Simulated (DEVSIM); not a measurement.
System: Schottky contact on n-type Ge, at 350 K.

```csv
layer (left to right),material,thickness (μm),Nd (cm⁻³),τn (s),τp (s)
1,Ge,4.10,2e15,0.00014,0.00014
```

Left contact: Schottky, work function 4.28 eV, emission velocity 1.9e6 cm/s. Right contact: ohmic. Voltage is applied to the left contact. Recombination: SRH at mid-gap, radiative. Mobility is μmin + (μ − μmin)/(1 + (N/Nref)^α).

Constants are typed, rounded textbook-type inputs, not results; the design itself was drawn at random and stands for no fabricated device. Values at 300 K; Nc and Nv go as T^1.5, mobilities as T to minus their exponent, the gap by Varshni's rule with the affinity fixed.

```tsv
parameter	Ge
gap (eV)	0.664
affinity (eV)	4
permittivity	16
Nc (cm⁻³)	1.04e19
Nv (cm⁻³)	6e18
μn (cm²/Vs)	3900
μp (cm²/Vs)	1900
μn,min	150
μp,min	100
Nref,n	2.6e17
Nref,p	4e17
αn	0.56
αp	0.6
T exponent of μn	1.66
T exponent of μp	2.33
B (cm³/s)	6.4e-14
Varshni α (eV/K)	0.000477
Varshni β (K)	235
```

Model (solved in DEVSIM): 1D drift-diffusion, Boltzmann statistics, complete ionisation; no tunnelling, impact ionisation, image-force lowering or self-heating. Metal contacts follow the ideal Schottky-Mott rule: no Fermi-level pinning, no interface dipoles.

The doping Nd of layer 1 was swept, all else fixed.

| doping Nd of layer 1 (cm^-3) | potential step across the device at zero bias (V) | largest field in the device at zero bias (V/cm) |
|---|---|---|
| 6e13 | 0.047 | 2200 |
| 2e14 | 0.038 | 1900 |
| 6e14 | 0.018 | 1000 |
| 2e15 | 0.015 | [?] |
| 6e15 | 0.048 | 5700 |
| 2e16 | 0.084 | 16000 |
| 6e16 | 0.118 | 34000 |

Task: Complete the blanks.

Result: 
- 2e15, largest field in the device at zero bias (V/cm): 1200
